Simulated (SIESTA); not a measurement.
SIESTA run on SiO₂ (P4_12_12, 12 atoms in the cell): self-consistent single point.

Method of the run: VDW DRSLL, numerical atomic orbitals TZP, PseudoDojo PBE standard norm-conserving potentials (rewritten from UPF to PSML) (SIESTA 5.4.2).

```yaml
crystal:
  lattice:
    - [4.91826, 0.00000, 0.00000]
    - [0.00000, 4.91826, 0.00000]
    - [0.00000, 0.00000, 6.83061]
  atoms:
    - { symbol: Si, position: [0.69866, 0.69866, 0.50000] }
    - { symbol: Si, position: [0.80134, 0.19866, 0.75000] }
    - { symbol: Si, position: [0.30134, 0.30134, 0.00000] }
    - { symbol: Si, position: [0.19866, 0.80134, 0.25000] }
    - { symbol: O, position: [0.89357, 0.76139, 0.32011] }
    - { symbol: O, position: [0.73861, 0.39357, 0.57011] }
    - { symbol: O, position: [0.10643, 0.23861, 0.82011] }
    - { symbol: O, position: [0.26139, 0.60643, 0.07011] }
    - { symbol: O, position: [0.39357, 0.73861, 0.42989] }
    - { symbol: O, position: [0.23861, 0.10643, 0.17989] }
    - { symbol: O, position: [0.60643, 0.26139, 0.92989] }
    - { symbol: O, position: [0.76139, 0.89357, 0.67989] }
```

Reference input (self-consistent single point, DFT, GGA PBE, numerical atomic orbitals TZP, PseudoDojo PBE standard norm-conserving potentials (rewritten from UPF to PSML)): XC.functional = GGA; XC.authors = PBE; potentials = PseudoDojo PBE standard; PAO.BasisSize = TZP; PAO.EnergyShift = 0.01 Ry; MeshCutoff = 300 Ry; kgrid.MonkhorstPack = 5 5 4; OccupationFunction = FD; ElectronicTemperature = 10 K; MaxSCFIterations = 150; SCF.Mixer.Method = Pulay; SCF.Mixer.Weight = 0.2. This run's input differs from it in these lines:

```diff
@@ -32,4 +32,4 @@
 
-XC.functional                GGA
-XC.authors                   PBE
+XC.functional                VDW
+XC.authors                   DRSLL
 PAO.BasisSize                TZP
```

Output (repeated stretches shortened):

```
        iscf     Eharris(eV)        E_KS(eV)     FreeEng(eV)     dDmax    Ef(eV) dHmax(eV)
   scf:    1    -4073.700015    -4092.137539    -4092.137539  1.563143 -9.042759  6.122601
   scf:    2    -4102.414063    -4097.806739    -4097.806739  0.054190 -8.389982  3.110050
   scf:    3    -4100.756352    -4099.900996    -4099.900996  0.055201 -2.828039  0.177843
   scf:    4    -4099.910717    -4099.908199    -4099.908199  0.011374 -2.915726  0.162339
   scf:    5    -4099.891933    -4099.907009    -4099.907009  0.007825 -2.852303  0.169866
   scf:    6    -4099.916047    -4099.913735    -4099.913735  0.003294 -2.879324  0.009351
   scf:    7    -4099.913766    -4099.913756    -4099.913756  0.000474 -2.878285  0.003047
   scf:    8    -4099.913756    -4099.913757    -4099.913757  0.000163 -2.876595  0.001340
   scf:    9    -4099.913757    -4099.913757    -4099.913757  0.000024 -2.876697  0.000021
SCF Convergence by DM+H criterion
max |DM_out - DM_in|         :     0.0000235887
max |H_out - H_in|      (eV) :     0.0000210221
SCF cycle converged after 9 iterations

Using DM_out to compute the final energy and forces

siesta: E_KS(eV) =            -4099.9138

siesta: E_KS - E_eggbox =     -4099.9138

siesta: Atomic forces (eV/Ang):
     1   -0.017101   -0.017101   -0.000000
     2    0.017101   -0.017101    0.000000
     3    0.017101    0.017101   -0.000000
     4   -0.017101    0.017101    0.000000
     5   -0.669062    0.122600   -0.913928
     6   -0.122600   -0.669062   -0.913928
     7    0.669062   -0.122600   -0.913928
     8    0.122600    0.669062   -0.913928
     9   -0.669062   -0.122600    0.913928
    10   -0.122600    0.669062    0.913928
    11    0.669062    0.122600    0.913928
   [... lines left out ...]
siesta: FreeEng =     -4099.913757
   [... lines left out ...]
siesta:    -0.097866   -0.000000   -0.000000
siesta:     0.000000   -0.097866   -0.000000
siesta:    -0.000000   -0.000000   -0.099742

siesta: Cell volume =        165.227644 Ang**3

siesta: Pressure (static):
siesta:                Solid            Molecule  Units
siesta:           0.00107271          0.00109355  Ry/Bohr**3
siesta:           0.09849135          0.10040528  eV/Ang**3
siesta:         157.80054350        160.86698836  kBar
```

The run converged in 9 iterations. Against the reference run the pressure goes from 14.66 to 15.78 GPa, the largest force goes from 1.007 to 1.139 eV/Å and the gap on the mesh goes from 7.100 to 7.157 eV. The full log also holds: “xc_check: WARNING: Pseudopotential generated with GGA PBE functional”.

The starting cell comes from a database of computed structures (which also holds hypothetical and non-ambient phases and stackings), without a prior relaxation at this level. Its lattice was rescaled by a random factor within 2.5 % of one. Values carry the incompleteness of an atom-centred basis. With a pressure of about 16 GPa the cell is away from its equilibrium volume at this level. Forces in this geometry exceed 1 eV/Å.

Cost on one core of a shared machine: roughly 60 s.
